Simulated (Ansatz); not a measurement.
Structures of equal composition on the (000-1) surface of 4H silicon carbide (C plane on top): (√3x√3)R30° Al adatom at H3; (√3x√3)R30° Al adatom at T4. The slabs share one bottom face, and each structure is named by its start. These are constructed structures in small cells; real faces may alloy, dewet or reconstruct in larger ones, and not all known structures of the face are among them. Slabs of about 11 Å, Fermi-Dirac smearing of 0.025 eV. Bottom of the slabs: H caps. Relaxed from the named starts with such symmetry as they have, on meshes of like density; energies extrapolated to zero smearing; spin only where a row says so; no spin-orbit coupling, no U. Brackets mark spin-polarised runs, whose order is one that fits the cell. Where a second, spin-polarised start was run, the lower counts.

Computed with HSE06, at the PBE geometry (plane waves to 420 eV, PAW; Ansatz, a quantum-chemistry and plane-wave program).

Problem. Order them by energy per 1x1 cell (lowest first) at the level HSE06, at the PBE geometry.

Solution. (√3x√3)R30° Al adatom at H3 (0.000 eV), (√3x√3)R30° Al adatom at T4 (0.317 eV)
